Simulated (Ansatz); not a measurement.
Model glasses of amorphous HfO2, 56 to 59 atoms (Hf18O36 before any change). Each row is one cell at a composition chosen by hand, melted whole on the CHGNet potential with the anions pushed apart under 1.9 Å, quenched within some picoseconds, far faster than a real film, and relaxed with PBE, scalar-relativistic without spin-orbit coupling (plane waves to 420 eV, PAW; Ansatz, a quantum-chemistry and plane-wave program). Each is the lower in DFT energy of 2 quenches. Cycles of charging and discharging were tried on the cells ahead of these points, and a cell that came back lower was taken. The column on the box says what of it was relaxed with the atoms; held means as the quench left it. Cells that kept moments or hold spare charge are left out.

Formal charges balance in every cell, with the guest at the charge named. Neighbours are the O atoms within a cut-off of 1.2 times the sum of covalent radii (1.1 times for Y); the radius is Shannon's ionic radius for that charge at the coordination found, taken on a straight line between listed coordinations where the table lacks it, averaged where a cell holds several guest atoms. The coordination is that of the cell taken. The cells ran without spin polarisation.

```
guest  change of the cell    box  cut-off (Å)  O neighbours  ionic radius (Å)  mean guest-O distance (Å)
-----  ------------------  -----  -----------  ------------  ----------------  -------------------------
B3+            +2 B, +3 O   held         1.80          3, 3              0.01                       1.38
Al3+          +2 Al, +3 O  shape         2.24          5, 4              0.44                       1.82
Ga3+          +2 Ga, +3 O   held         2.26          4, 5              0.51                       1.91
Mg2+          +1 Mg, +1 O   held         2.48             6              0.72                   withheld
Y3+            +3 O, +2 Y  shape         2.82          7, 6              0.93                       2.33
Sr2+          +1 O, +1 Sr   held         3.13             8              1.26                       2.76
```

Fit a straight line of the last column on the one before it through the 5 full rows, and predict the withheld value for Mg2+.

Means: x = 0.630, y = 2.040. Slope = Σ(Δx Δy) / Σ(Δx²) = 1.0072 / 0.9218 = 1.093; intercept = 2.040 − (1.093) × 0.630 = 1.351 Å; r.m.s. residual 0.024 Å. Prediction: 1.351 + (1.093) × 0.72 = 2.14 Å. The run gave 2.14 Å, a miss of 0.00 Å, within the residual.

What would hard spheres give for this line?

A slope of 1 and an intercept at the radius of O2−, 1.35 Å for two neighbours to 1.40 Å for six in Shannon's table; the fit has 1.093 and 1.351 Å.
